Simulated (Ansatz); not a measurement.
By PBEsol, the system below comes out a metal.

The ballistic (Sharvin) conductance counts the channels at the Fermi level: G/A = (e²/h) × channels of both spins per area.

Consider the following.

```xyz
1
Lattice="3.3099 0.0000 0.0000 0.0000 3.3099 0.0000 1.6549 -1.6549 1.6549" Properties=species:S:1:pos:R:3 pbc="T T T"
Ta     0.0000     0.0000     0.0000
```

The cell is taken as given; by PBEsol it stands under a pressure of -5.1 GPa.

The current flows along the normal of the first two printed cell vectors, the (001) plane of the conventional cell. No spin-orbit coupling; the value is a mean over 0.1 eV about the Fermi level.

Question: State the ballistic conductance per area according to Ansatz (a quantum-chemistry and plane-wave program) with PBEsol.

Answer: 1.8 × 10¹⁵ S/m² for both spins.
